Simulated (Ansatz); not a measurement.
A user runs Ansatz (a first-principles code) on Co (P6_3/mmc, 4 atoms in the cell) and asks whether the run is sound. The aim is a self-consistent single point with DFT, PBE, plane waves, default PAW files.

Cell that was meant: a = 2.5089 Å, b = 2.5089 Å, c = 8.2136 Å, α = 90.00°, β = 90.00°, γ = 120.00°.

Part of the input:

Ansatz 0.2 input:
```yaml
magnetization:
  spin_polarized: true
scf:
  occupations: { method: gaussian, width: 2.0 eV }
output:
  forces: true
  eigenvalues: true
```

Output (repeated stretches shortened):

```
   [... lines left out ...]
Symmetry: 24 space group operations
Space group: P63/mmc (ITA 194), of the structure as read, at distance tolerance 3.6e-5 Å
Magnetic group: BNS 194.263 (UNI 1493), of the structure as read, at distance tolerance 3.6e-5 Å
k-points: 28 of 300
Initial density: superposition of atomic densities (chi_scale 0.1, normalization cell)
Starting moments: Σ|m| = 12 μB on 4 of 4 sites
Initial wavefunctions: pseudopotential atomic-orbital guess
Eigensolver: davidson
Functional: x = pbe(κ = 0.804, μ = 0.2195149727645171), c = pbe(β = 0.06672455060314922)
SCF iter   1: F=—  HF=-20512.556243 eV  |F-HF|=—  |Δ(HF+E_count)|=         —  Δρ=3.52e-1 (↑3.52e-1 ↓2.31e-1)  dr2=4.39e0  dr2_m=3.46e1  M=3.164 μB ∫|m|=3.204 μB  β_m=0.30  ethr=3.10e-3  ⟨swp⟩=7.1  Hψ=11140  notcnv=0
Mixer restart at iter 1: flushing history
all-band conjugate gradients solve this SCF's bands
preconditioner: auto → Kerker (q_TF=auto, 2.925 Å⁻¹)
   [... lines left out ...]
SCF iter  13: F=—  HF=-20510.892521 eV  |F-HF|=—  |Δ(HF+E_count)|=   1.27e-9  Δρ=1.89e-6 (↑1.89e-6 ↓9.11e-7)  dr2=1.94e-9  dr2_m=1.35e-10  M=0.000 μB ∫|m|=0.000 μB  β_m=0.89  ethr=7.66e-12  ⟨swp⟩=2.1  Hψ=5072  notcnv=0
SCF iter  14: F=-20510.892521 eV  HF=-20510.892521 eV  |F-HF|=1.31e-10  |Δ(HF+E_count)|=  3.27e-10  Δρ=4.31e-7 (↑2.99e-7 ↓4.31e-7)  dr2=1.27e-10  dr2_m=3.17e-12  M=0.000 μB ∫|m|=0.000 μB  ethr=2.86e-12  ⟨swp⟩=6.6  Hψ=11426  notcnv=0
SCF 1 converged in 14 iterations: F = -20510.892521 eV  dr2 = 1.27e-10
WARN: the starting moments were not kept: the SCF closed with an absolute magnetisation of 3.7e-6 μB, where they sum to 12 μB in size (4 sites) …
   [... lines left out ...]
Absolute magnetization: 0.0000 μB (∫|ρ↑−ρ↓|, with the PAW one-centre terms)
Free energy (F): -20510.892521 eV
Fermi energy:    18.273087 eV
   [... lines left out ...]
   [... zero for the other atoms too ...]
--- Stress (GPa, compression-positive) ---
        6.713467       0.000000      -0.000000
        0.000000       6.713467       0.000000
       -0.000000       0.000000       6.005448
  P = ⅓ Tr σ = 6.4775 GPa (64.775 kbar)
  The stress holds the Pulay correction. Without it, at fixed plane waves, as pw.x and ABINIT print it: P = 6.3315 GPa
```

Can these results be used? Check the input.

The run is not sound. The fault is a smearing width that is far too large. A width of many tenths of an electronvolt moves electrons far across the Fermi level or the gap, and the free energy and its derivatives carry a large smearing term. To fix it, use a width small against the gap or band features. The run converged in 14 iterations without an error; against the sound input the free energy drops by 1.57 eV/atom, the pressure goes from -5.17 to 6.48 GPa and the size of the net moment goes from 1.68 to 0.00 μB/atom.

The sound input it was made from differs as follows (other fixes are possible):
```diff
-  occupations: { method: gaussian, width: 2.0 eV }
+  occupations: { method: gaussian, width: 0.1 eV }
```

With that input, the run converged in 14 iterations: free energy E − TS (on the zero of these files) -20504.5927 eV; Fermi level (on the code's own zero) 18.08 eV; pressure -5.17 GPa; size of the cell's spin moment 6.72 μB (DFT, PBE, plane waves, default PAW files).

On the sound input: the starting cell comes from a database of computed structures (which also holds hypothetical and non-ambient phases and stackings), without a prior relaxation at this level. Its lattice was rescaled by a random factor within 2.5 % of one. The magnetic order is the one reached from the typed start; others were not searched systematically. With a pressure of about -5 GPa the cell is away from its equilibrium volume at this level. Ansatz's pressure includes its estimate of the finite-basis (Pulay) stress.
